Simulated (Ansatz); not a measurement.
Ansatz (a quantum-chemistry and plane-wave program) run on NbCrF6 (I4/mmm, 8 atoms in the cell): relaxation of cell and atoms.

Level of theory: PBEsol, default PAW files made with PBE (plane waves; Ansatz).

The change in words: atoms on their sites; basis.ecutwfc: 420 eV → 210 eV; relax: default → cell and atoms. Reference geometry:
```
CELL_PARAMETERS angstrom
     -2.86911     2.86911     4.33033
      2.86911    -2.86911     4.33033
      2.86911     2.86911    -4.33033
ATOMIC_POSITIONS crystal
  Nb 0.00577 0.00577 0.00000
  Cr 0.50000 0.50000 0.00000
  F  0.77677 0.77677 0.00000
  F  0.22323 0.22323 0.00000
  F  0.25152 0.25152 0.50304
  F  0.74848 0.74848 0.49696
  F  0.25152 0.74848 0.00000
  F  0.74848 0.25152 0.00000
```
Moments meant for the start (each program seeds them in its own way; μB, in the order of the atoms Nb Cr F F F F F F): 0.0 3.0 0.0 0.0 0.0 0.0 0.0 0.0.

Reference input (self-consistent single point, DFT, PBEsol, plane waves, default PAW files made with PBE): basis.ecutwfc = 420 eV; kpoints.mp_grid.grid = 3 3 3; hamiltonian.xc = pbesol; hamiltonian.pseudopotentials = {kind: paw} (the program's default PAW files); magnetization.spin_polarized = true; scf.occupations.method = gaussian; scf.occupations.width = 0.1 eV. This run's input differs from it in these lines:

Ansatz 0.2 input:
```diff
@@ -7,3 +7,3 @@
   atoms:
-    - { symbol: Nb, position: [0.00577300, 0.00577300, 0.00000000] }
+    - { symbol: Nb, position: [0.00000000, 0.00000000, 0.00000000] }
     - { symbol: Cr, position: [0.50000000, 0.50000000, 0.00000000], spin: 3.0 }
@@ -16,3 +16,3 @@
 basis:
-  ecutwfc: 420.0
+  ecutwfc: 210.0
 kpoints:
@@ -30,2 +30,4 @@
     width: 0.1
+relax:
+  cell: {}
 output:
```

Log, with long lists cut:

```
   [... SCF lines of the steps left out ...]
relax step   1: F+E_penalty+E_count = -12594.28670285 eV  Δ(F+E_penalty+E_count) = +0.000e0 eV  max|allowed force component| = 4.624e-1 eV/Å  Δτ_max = 0.0000 Å  P = -6.491 GPa  Ω = 142.585 Å³  (20 SCF iters, dr2 threshold 1.00e-7 eV, accepted)
relax step   2: F+E_penalty+E_count = -12608.83572346 eV  Δ(F+E_penalty+E_count) = -1.455e1 eV  max|allowed force component| = 3.548e-2 eV/Å  Δτ_max = 0.0813 Å  P = +47.784 GPa  Ω = 132.073 Å³  energy of the carried Pulay correction = +1.607e1 eV  [...]
   [... lines left out ...]
relax step 120: F+E_penalty+E_count = -12594.96189158 eV  Δ(F+E_penalty+E_count) = +3.249e-2 eV  max|allowed force component| = 3.774e-3 eV/Å  Δτ_max = 0.0006 Å  P = +0.004 GPa  Ω = 127.245 Å³  energy of the carried Pulay correction = -3.262e-2 eV  [...]
relax step 121: F+E_penalty+E_count = -12595.11124129 eV  Δ(F+E_penalty+E_count) = -1.493e-1 eV  max|allowed force component| = 1.108e-2 eV/Å  Δτ_max = 0.0000 Å  P = -0.231 GPa  Ω = 127.245 Å³  stress off target by 6.73e-1 GPa  SCF on the basis [...]
basis re-selected at this cell: Δ(F+E_penalty+E_count) = -1.493e-1 eV, ΔP = -0.235 GPa vs the last step
   [... lines left out ...]
Absolute magnetization: 4.4648 μB (∫|ρ↑−ρ↓|, with the PAW one-centre terms)
Free energy (F): -12595.111241 eV
Fermi energy:    5.845039 eV
Error: variable-cell relaxation did not converge after 121 `relax_step` rows, as none of its last 31 fresh-basis SCF(s) at a relaxed cell met both thresholds with a finite energy. The last misses `relax.f_tol` and `relax.cell.stress_tol`: largest allowed force component 1.11e-2 eV/Å (`relax.f_tol` 1.00e-2 eV/Å), stress off the target on the free part of the cell 6.73e-1 GPa (`relax.cell.stress_tol` 5.00e-2 GPa), F+E_penalty+E_count -12595.11124129 eV. The closest is row 119, whose structure comes with this error. Larger ratio of force or stress to its threshold at each such SCF whose figures are numbers: 158.788, 130.598, 97.183, 53.971, 39.790, 29.312, 34.843, 36.133, 36.309, [...]
  cell:  # Å, volume = 127.2238 Å³
   [... lines left out ...]
    - [2.793129082097616, -2.793129082097616, 4.076864678731707]
    - [2.793129082097616, 2.793129082097616, -4.076864678731707]
  atoms:
    - { symbol: Nb, position: [-6.502698208942391e-20, -6.717659123512539e-20, -3.2151879282269633e-20] }
    - { symbol: Cr, position: [0.5, 0.5, -3.2151879282269176e-20] }
    - { symbol: F, position: [0.7591877054576874, 0.7591877054576874, -3.2151879282270187e-20] }
    - { symbol: F, position: [0.2408122945423128, 0.2408122945423128, -3.2151879282269405e-20] }
    - { symbol: F, position: [0.25212252713049443, 0.25212252713049443, 0.5042450542609889] }
    - { symbol: F, position: [0.7478774728695056, 0.7478774728695056, 0.4957549457390111] }
    - { symbol: F, position: [0.25212252713049443, 0.7478774728695056, 0.0] }
    - { symbol: F, position: [0.7478774728695056, 0.25212252713049443, 0.0] }
```

The relaxation ended unconverged. 

The starting cell comes from a database of computed structures (which also holds hypothetical and non-ambient phases and stackings), without a prior relaxation at this level. Its lattice was rescaled by up to half a per cent. The cutoff lies below the one recommended for these files.

Cost on one core of a shared machine: roughly 5 min.
